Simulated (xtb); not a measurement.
xtb 6.7.1, GFN2-xTB: Ni(amdtBu)2, charge 0, multiplicity 3, 67 atoms. The geometry is a generated start, not checked to be a minimum at this level.

```json
{
  "method": "GFN2-xTB",
  "--acc": "1 (default)",
  "--etemp (K)": "300 (default)",
  "detailed input (--input)": "none: ANC optimiser, Lindh (1995) Hessian, microcycle=20, maxdispl=1.0, hlow=0.01 (default)",
  "basis_functions": "148",
  "valence_electrons": "152"
}
```

Charge 0 and multiplicity 3 are set for this test and not shown to be the ground state. GFN-xTB has no spin term: --uhf 2 sets the occupations alone.

The structure is relaxed from this start with --opt LEVEL for the levels crude, sloppy, loose, lax, normal, tight, vtight, extreme, once each. Up to the end of the extreme run atoms move by at most 0.54 Å along an axis.

Problem. Choose the cheapest level whose final energy lies within 1 meV of that of extreme.

Solution. tight: 44 cycles against 79, ending 0.27 meV above.

```csv
level,cycles,energy above the extreme run (meV),gradient norm (eV/Å)
crude,1,13,0.14
sloppy,1,13,0.14
loose,1,13,0.14
lax,9,6.4,0.065
normal,28,2.0,0.022
tight,44,0.27,0.0079
vtight,70,under 0.01,0.0044
extreme,79,—,0.0013
```
